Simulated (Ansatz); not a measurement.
Bond-angle distributions (per cent of the angles at each element, bins of 10°) of a relaxed model of amorphous Si₂₄O₄₈Cu₃ at 2.42 g/cm³. The numbers are results of PBE, scalar-relativistic without spin-orbit coupling (plane waves to 420 eV, PAW; Ansatz, a first-principles code), not measurements. In the spin-polarised cell the level spacing at the Fermi energy can part levels of unlike spin.

It comes from a melt-quench run on a machine-learned potential (CHGNet), relaxed afterwards by DFT. O atoms were pushed apart under 1.9 Å during the dynamics, to hinder bonds among them. The hot cell started wider than the set density and was brought back towards it in steps. It is the lowest in DFT energy of 2 quenches. It is a model cell: composition and starting density were chosen by hand, and all elements were melted together. No dispersion term was used. Its density started from a set value of 2.42 and ended at 2.42 g/cm³. The simulated quench (nominally 480 K/ps over its main leg) is rapid and tends to freeze in more defects than a deposited or slowly cooled glass has. A cell of this size samples the disorder only roughly. The volume was held where the preparation left it, at a PBE pressure of 0.8 GPa. Stress components on the final sampling reach 2.1 GPa.

Bonds are counted up to Si-Si 2.60 Å, Si-O 1.96 Å, Si-Cu 2.67 Å, O-O 1.58 Å, O-Cu 2.38 Å, Cu-Cu 2.90 Å. Two cations that share two anions don't count as bonded, nor two that share one unless they lie closer than Si-Si 2.38 Å, Si-Cu 2.60 Å, Cu-Cu 2.82 Å.

```csv
angle (°),at Si,at O
50-60,0,0
60-70,0,0
70-80,1,0
80-90,0,4
90-100,4,2
100-110,52,4
110-120,41,7
120-130,1,14
130-140,0,30
140-150,1,29
150-160,0,9
160-170,0,0
170-180,1,2
```

They go with these counts of neighbours within the cut-offs, cation contacts included: Si mean 4.0, most often 4; O mean 2.1, most often 2.
